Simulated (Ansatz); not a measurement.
# AlRu: Al → Bi

Start from AlRu in the CsCl type structure (space group Pm-3m, No. 221; a = 2.9763 Å).

Now apply this change: full substitution Al → Bi, then cell and atoms are relaxed.

Computed with Ansatz (an electronic-structure program) PBEsol, no spin-orbit coupling, earlier PAW set. Γ-centred 14×14×14 mesh, Fermi–Dirac width 0.05 eV, for the changed cell.

The volume per atom rises by 5.524 Å³ to 18.71 Å³ and the density goes up by 5.697 g/cm³ to 13.76 g/cm³. The lattice parameter a goes up by 0.3683 Å, from 2.976 Å to 3.345 Å and the space group is still Pm-3m (No. 221). The shortest interatomic distance goes up by 0.3189 Å (2.578 Å → 2.896 Å) and the band gap remains zero.

Final structure:

```yaml
crystal:
  lattice:
    - [3.34452, 0.00000, 0.00000]
    - [0.00000, 3.34452, 0.00000]
    - [0.00000, 0.00000, 3.34452]
  atoms:
    - { symbol: Bi, position: [0.00000, 0.00000, 0.00000] }
    - { symbol: Ru, position: [0.50000, 0.50000, 0.50000] }
```

Cost of the whole job for the changed cell (relaxation, final SCF and bands): roughly 17 core-seconds.

No phonon test of stability was made. As relaxed here, BiRu is a hypothetical phase, not in the database extracts checked. The final runs are not spin-polarised. An odd electron count without spin: BiRu and AlRu. BiRu has a high density of states at the Fermi level and may be magnetic at this level.
